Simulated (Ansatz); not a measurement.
**Amorphous Si₃₀N₄₂Ca₃**

It comes from a melt-quench run on a machine-learned potential (CHGNet), relaxed afterwards by DFT. N atoms were pushed apart under 1.9 Å during the dynamics, to hinder bonds among them. The hot cell started wider than the set density and was brought back towards it in steps. It is the lowest in DFT energy of 2 quenches. It is a model cell: composition and starting density were chosen by hand, and all elements were melted together. No dispersion term was used.

Methods: PBE, scalar-relativistic without spin-orbit coupling (Ansatz, a first-principles code); r2SCAN, scalar-relativistic without spin-orbit coupling (Ansatz); HSE06, scalar-relativistic without spin-orbit coupling (Ansatz). Geometry, pressure, stress and energy are those of the PBE run. Its sampling: a 2×2×2 Γ-centred mesh; Fermi-Dirac width 0.02 eV; no spin polarisation. Other functionals are single points at the zone centre (r2SCAN at 500 eV; exact exchange cut at the cell's faces), free to take moments where seeds were set. At PBE the levels at the filled edge of the gap are localised (band-tail or defect states), and the nearest spread-out levels lie 3.0 eV apart at the zone centre.

Number of atoms in the cell: 75
Density (held, not predicted): 3.00 g/cm³
Volume per atom: 11.44 Å³
Pressure on a 2×2×2 Γ-centred mesh: 5.46 GPa
Largest force and stress component on that mesh (the relaxation ran on the zone centre alone): 0.08 eV/Å and 5.6 GPa
Level gap on a 2×2×2 Γ-centred mesh (PBE): 2.41 eV
Level gap at the zone centre (PBE): 2.52 eV
Level gap at the zone centre (r2SCAN): 2.97 eV
Level gap at the zone centre (HSE06): 3.84 eV

Cut-offs for bonds: Si-Si 2.60 Å, Si-N 2.16 Å, Si-Ca 3.16 Å, N-N 1.70 Å, N-Ca 2.96 Å, Ca-Ca 3.87 Å. Two cations that share two anions don't count as bonded, nor two that share one unless they lie closer than Si-Si 2.38 Å, Si-Ca 3.07 Å, Ca-Ca 3.77 Å.

The mean coordination of Si by anions is 4.00 (1 with 3, 28 with 4, 1 with 5) and the mean coordination of N is 3.26 (32 with 3, 9 with 4, 1 with 5). The mean coordination of Ca by anions is 5.67 (1 with 5, 2 with 6); 4 close contacts or bonds to cations besides. The mean Si-N bond is 1.753 Å (spread 0.067 Å, 120 counted) and the mean N-Ca bond is 2.523 Å (spread 0.169 Å, 17 counted).

Its density started from a set value of 3.00 g/cm³. The quench (nominally 450 K/ps over its main leg) was far faster than any real one, so the model tends to hold more defects than a real film. A cell of this size samples the disorder only roughly. The volume was held where the preparation left it and the shape relaxed, at a PBE pressure of 5.5 GPa. Stress components on the final sampling reach 5.6 GPa.
